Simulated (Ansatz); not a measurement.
Base system: HfO2 (space group Pca2_1, No. 29; a = 5.294 Å, b = 5.069 Å, c = 5.101 Å).

Calculations: PBE (Ansatz, a program for electronic structure; PAW; 420 eV plane waves; no SOC).

One change was made to it. Results:

```tsv
quantity	base	after
volume per atom	11.41 Å³	11.14 Å³
valence-band top at Γ (three highest levels, from the VBM)	0.00, -0.07, -0.18 eV	0.00, -0.06, -0.17 eV
width of the top valence band	0.82 eV	0.81 eV
```

Task: Which of these changes matches the shifts?
(A) pressure −1 GPa
(B) pressure 0.3 GPa
(C) pressure 5 GPa

Result: C, pressure 5 GPa. For comparison, the valence-band top at Γ in the other runs: pressure −1 GPa gives 0.00, -0.07, -0.19 eV; pressure 0.3 GPa gives 0.00, -0.07, -0.19 eV.

Spin-orbit coupling, missing from the scalar runs, can matter with Hf. The levels and masses belong to the bands next to the band gap. Load acts through the strain it causes; cell and atoms are relaxed under it. Whether these cells are dynamically stable was not tested. No other phases were tried under pressure. This is not the structure that HfO2 has at room temperature and ambient pressure.
